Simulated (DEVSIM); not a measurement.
Si p+/n-/n+ power diode

Device: Si p+/n-/n+ power diode, at 300 K.

```tsv
layer (left to right)	material	thickness (μm)	Nd (cm⁻³)	Na (cm⁻³)	τn (s)	τp (s)
1	Si	0.580	-	8.7e18	0.0002	0.0002
2	Si	42.0	8.1e14	-	0.0002	0.0002
3	Si	2.60	2.7e18	-	0.0002	0.0002
```

Left contact: ohmic. Right contact: ohmic. Voltage is applied to the left contact. Recombination: SRH at mid-gap, Auger. Gap narrowing is on: ΔEg = 6.92 meV × (l + √(l² + 0.5)), l = ln(N/1.3e17 cm⁻³), shared equally by both band edges. Mobility is μmin + (μ − μmin)/(1 + (N/Nref)^α).

Constants are typed, rounded textbook-type inputs, not results; the design itself was drawn at random and stands for no fabricated device. Values at 300 K.

```tsv
parameter	Si
gap (eV)	1.124
affinity (eV)	4.05
permittivity	11.7
Nc (cm⁻³)	2.86e19
Nv (cm⁻³)	3.1e19
μn (cm²/Vs)	1417
μp (cm²/Vs)	470
μn,min	52
μp,min	45
Nref,n	9.7e16
Nref,p	2.2e17
αn	0.68
αp	0.72
Cn (cm⁶/s)	2.8e-31
Cp (cm⁶/s)	9.9e-32
```

Simulated with DEVSIM: 1D drift-diffusion, Boltzmann statistics, complete ionisation; no tunnelling, impact ionisation, image-force lowering or self-heating.

The potential step across the device at zero bias comes out as 0.980 V, the dark forward voltage at 1 A/cm² comes out as 0.706 V and the dark forward voltage at 100 A/cm² is 0.841 V.

Dark reverse current:

| V (V) | J (A/cm²) |
|---|---|
| -2.00 | -5.6e-10 |
| -5.00 | -9.9e-10 |
| -10.00 | -1.5e-9 |
| -15.00 | -1.9e-9 |
| -20.00 | -2.2e-9 |
| -30.00 | -2.7e-9 |
| -40.00 | -3.2e-9 |
| -50.00 | -3.6e-9 |
| -65.00 | -4.2e-9 |
| -80.00 | -4.6e-9 |
| -100.00 | -5.2e-9 |

Dark forward current:

(V (V), J (A/cm²)): (0.05, 9.6e-11); (0.10, 3.9e-10); (0.15, 1.5e-9); (0.20, 7.0e-9); (0.25, 3.8e-8); (0.30, 2.3e-7); (0.35, 1.5e-6); (0.40, 1.0e-5); (0.45, 6.9e-5); (0.50, 0.00047); (0.55, 0.0030); (0.60, 0.019); (0.65, 0.12); (0.70, 0.79); (0.75, 5.0); (0.80, 28); (0.85, 130); (0.90, 470); (0.95, 1300); (1.00, 2700)
